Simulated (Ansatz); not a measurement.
# Pt: pressure series

Consider Pt in the fcc (Cu type) structure (space group Fm-3m, No. 225; a = 3.9181 Å).

Cell and atoms are relaxed at each pressure.

All numbers come from PBEsol in Ansatz (plane waves to 420 eV, PAW, no SOC), earlier PAW set.

Two rows of this table had their results exchanged by mistake.

```
pressure          volume per atom (Å³)  shortest distance (Å)  band gap
----------------  --------------------  ---------------------  --------
pressure −2 GPa                  15.15                  2.777      zero
pressure −1 GPa                  15.09                  2.774      zero
pressure 3 GPa                   12.27                  2.589      zero
pressure 7 GPa                   14.70                  2.749      zero
pressure 15 GPa                  14.36                  2.728      zero
pressure 30 GPa                  13.83                  2.694      zero
pressure 50 GPa                  13.27                  2.658      zero
pressure 75 GPa                  12.72                  2.620      zero
pressure 100 GPa                 14.89                  2.761      zero
```

Q: Which two?

A: The rows for pressure 3 GPa and pressure 100 GPa: the volume has to fall steadily with pressure, so 14.89 Å³ belongs to pressure 3 GPa and 12.27 Å³ to pressure 100 GPa.

Load acts through the strain it causes; cell and atoms are relaxed under it. Whether these cells are dynamically stable was not tested. Competing high-pressure phases were not computed. All final runs are without spin polarisation.

Ansatz is an electronic-structure program.
